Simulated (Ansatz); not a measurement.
**Pressure series in La2O3**

Take La₂O₃ (space group P-3m1, No. 164; a = 3.9404 Å, c = 6.1883 Å) as the base.

Cell and atoms are relaxed at each pressure.

Level of theory: Ansatz (a quantum-chemistry and plane-wave program), PBE, PAW, cutoff 420 eV, spin-orbit coupling left out, earlier PAW set.

```
pressure (GPa)  volume per atom (Å³/atom)
--------------  -------------------------
-2                                 16.963
-1                                 16.800
0                                  16.642
3                                  16.211
7                                  15.707
15                                 14.871
30                                 13.718
50                                      ?
100                                11.134
```

Task: Fit the third-order Birch–Murnaghan form P(V) = (3B₀/2)[(V₀/V)^(7/3) − (V₀/V)^(5/3)]·[1 + (3/4)(B₀′ − 4)((V₀/V)^(2/3) − 1)] (squares taken in P) to the rows shown and predict the withheld row.

Result: Least squares on the printed values gives V₀ = 16.650 Å³/atom, B₀ = 102 GPa, B₀′ = 4.4; this predicts 12.708 Å³/atom, and the run gives 12.691 Å³/atom, 0.017 lower.

Load acts through the strain it causes; cell and atoms are relaxed under it. Stability against distortions was not tested. Competing high-pressure phases were not computed.
